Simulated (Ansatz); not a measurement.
The structure below was relaxed with PBE/PAW in Ansatz (a first-principles code), no spin-orbit coupling, earlier PAW set, at pressure 3 GPa.

```
CELL_PARAMETERS angstrom
      2.76772     0.00000     0.00000
     -1.38386     2.39691     0.00000
      0.00000     0.00000     4.47096
ATOMIC_POSITIONS crystal
  Re 0.33333 0.66667 0.75000
  Re 0.66667 0.33333 0.25000
```

### Question
Find the space group and the Wyckoff positions.

### Answer
Space group P6₃/mmc (No. 194); a = 2.7677 Å, b = 2.7677 Å, c = 4.4710 Å, α = 90.00°, β = 90.00°, γ = 120.00°

| atom | site | symmetry | x | y | z |
|---|---|---|---|---|---|
| Re | 2d | -6m2 | 0.6667 | 0.3333 | 0.2500 |

### Question
Describe the coordination.

### Answer
The crystal has 2 atoms in its conventional cell. Cell: a = 2.768 Å, b = 2.768 Å, c = 4.471 Å, α = 90.00°, β = 90.00°, γ = 120.00°. Re is surrounded by 12 Re at 2.748–2.768 Å (anticuboctahedral). (Neighbours: up to the widest gap in distance over summed covalent radii, below 1.35, at either atom.)

Load acts through the strain it causes; cell and atoms are relaxed under it. Stability against distortions was not tested. The final runs are not spin-polarised. The cell was made from Re in the hcp (Mg type) structure (space group P6_3/mmc, No. 194) by this change: pressure 3 GPa.
